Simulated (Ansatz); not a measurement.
A (10,0) arsenic nanotube, stretched and compressed along its axis from its relaxed period of 6.230 Å, atoms relaxed at each length.

Level of theory: PBE (plane waves to 420 eV, PAW; Ansatz, a quantum-chemistry and plane-wave program). Mesh 1×1×6. No spin polarisation. One-dimensional cell, images about 11 Å apart. A hypothetical model, rolled from the flat sheet. Symmetry and one short period hold its shape; lower forms weren't sought. Values not marked SOC lack spin–orbit coupling. Buckling under compression is shut out by symmetry and the short period. Energies are free energies at a Fermi–Dirac width of 0.02 eV, from the unstrained cell.

```csv
strain (%),energy (meV a period),axial force (nN),PBE gap (eV)
-3.0,…,…,…
-1.5,+79,-2.71,1.53
0.0,0,-0.02,1.68
+1.5,…,…,…
+3.0,+284,+4.75,1.60
+6.0,+1084,+8.84,1.39
```

Complete the blanks.


- +1.5, energy (meV a period): +72
- +1.5, axial force (nN): +2.46
- +1.5, PBE gap (eV): 1.67
- -3.0, energy (meV a period): +319
- -3.0, axial force (nN): -5.59
- -3.0, PBE gap (eV): 1.32
